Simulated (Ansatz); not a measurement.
**Smallest direct gap on the k points sampled of LuAlO3 (Pnma, No. 62; start mp-755574) at several levels of theory**

No measured value is used here.

```json
[
 {"level (code)": "LDA (Ansatz)", "value (eV)": "5.85"},
 {"level (code)": "PBEsol+SOC (Ansatz)", "value (eV)": "…"},
 {"level (code)": "HSE06 (Ansatz)", "value (eV)": "7.79"}
]
```

Task: Fill in the missing entries.

Result: 
- PBEsol+SOC (Ansatz, a quantum-chemistry and plane-wave program), value (eV): 5.80

Computed values are for a static lattice. Spin–orbit coupling is included only where a level's name says +SOC; with heavier elements it mostly lowers gaps and can invert bands.  Values are at the PBEsol cell. Cutoffs and k meshes differ between the levels. Ansatz's density-functional and Hartree–Fock values are scalar-relativistic unless marked +SOC, with PAW data made under PBE.

A start named mp-… is a Materials Project structure, which can be a computed phase never made.
